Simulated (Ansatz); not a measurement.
Start from MnTlI3 in the cubic perovskite structure (space group Pm-3m, No. 221; a = 5.7391 Å; ferromagnetic; a hypothetical phase, not in the database extracts checked). Axes: x, y, z lie along the cube axes.

Level of theory: Ansatz (a program for electronic structure) r2SCAN, no spin-orbit coupling.

Strains are applied to the cell and any free atomic positions relax; under biaxial strain the out-of-plane vector relaxes too; under stress the whole cell relaxes.

One change was made to it. Results:

The band gap decreases by 0.07 eV (0.69 eV → 0.62 eV); the volume per atom drops by 0.224 Å³ to 37.58 Å³; the energy increases by 0.8 meV/atom.

Question: Which change produced these results?
A. biaxial strain +4.41 %, plane normal [110], relaxed out of plane
B. uniaxial stress, 0.5 GPa compression along z
C. strain tensor (xx, yy, zz, yz, xz, xy) = (+0.09, −2.22, −1.33, −1.23, +0.08, +0.15) %
D. biaxial strain −3.18 %, plane normal [001], relaxed out of plane

Answer: B, uniaxial stress, 0.5 GPa compression along z. For comparison, the energy relative to the base in the other runs: biaxial strain −3.18 %, plane normal [001], relaxed out of plane gives +13 meV/atom; strain tensor (xx, yy, zz, yz, xz, xy) = (+0.09, −2.22, −1.33, −1.23, +0.08, +0.15) % gives +5.7 meV/atom; biaxial strain +4.41 %, plane normal [110], relaxed out of plane gives +18 meV/atom.

Other magnetic orders, which the real material may have, were not ruled out. Spin-orbit coupling, missing from the scalar runs, can matter with I and Tl. Beyond what the load breaks, stability against distortions was not tested. Many cubic perovskites are stable only at high temperature; tilts and polar distortions were not tested.
